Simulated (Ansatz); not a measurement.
Functionals compared on Br on the 1x1 (111) surface of fcc Ni, ferromagnetic, one in a 2x2 cell, started at the site 'hollow Ni-Ni-Ni over Ni at depth 4.0 Å', in Ansatz (plane waves, PAW). The structure was relaxed with PBE; the other rows are single points on it, each with its references at the same level. Cutoff 420 eV.

Model: 17-atom slab, 6.0 Å thick at the start under the adsorbate (thin: gaps and levels are the slab's own), 7x7x1 mesh, Fermi-Dirac 0.1 eV, dipole correction, 8 atoms held, the rest relaxed; symmetry of the start imposed; spin-polarised, no spin-orbit, no U, no dispersion correction. At the end it is bonded to 3 Ni. In PBE it is, or lies within 0.03 eV of, the lowest of the starts that converged. These notes are the PBE run's. Adsorption energies are against ½ Br2(g). A negative adsorption energy means that the adsorbate is more stable on the surface than in its reference.

```tsv
functional	adsorption energy (eV)	work function of the top face (eV)	change of the work function (eV)	magnetic moment of the cell (μB)	rough cost of the single point
PBE	-1.89	4.72	-0.36	10.49	–
RPBE	?	?	?	10.62	roughly 4 core-minutes
```

Problem. Some entries are withheld; supply them.

Solution. 
- RPBE, adsorption energy (eV): -1.61
- RPBE, work function of the top face (eV): 4.62
- RPBE, change of the work function (eV): -0.28

Ansatz is a program for electronic structure.
